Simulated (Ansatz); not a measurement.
Te, response to strain

Consider Te (space group P3_121, No. 152; a = 4.624 Å, c = 5.904 Å; made of chains). Axes: x lies along a and z along c of the hexagonal cell.

Strains are applied to the cell and any free atomic positions relax; under biaxial strain the out-of-plane vector relaxes too.

Computed with r2SCAN/PAW in Ansatz (an electronic-structure program), no spin-orbit coupling, earlier PAW set.

```tsv
biaxial strain, plane normal [001], relaxed out of plane (%)	out-of-plane strain (%)
0	0.00
0.61	-0.31
1.64	?
3.38	-1.75
3.71	-1.90
```

Task: Fit ε⊥ = −νε + γε² (strains in %) to the rows shown and predict the withheld row.

Result: Least squares on the printed values gives ν = 0.52 (the biaxial Poisson response) and γ = 0.001 (largest residual 0.01 %); this predicts -0.85 %, and the run gives -0.88 %, 0.03 lower.

No phonon test of stability was made. No dispersion term is included, though the crystal is made of layers, chains or molecules, so its spacings can come out too wide.
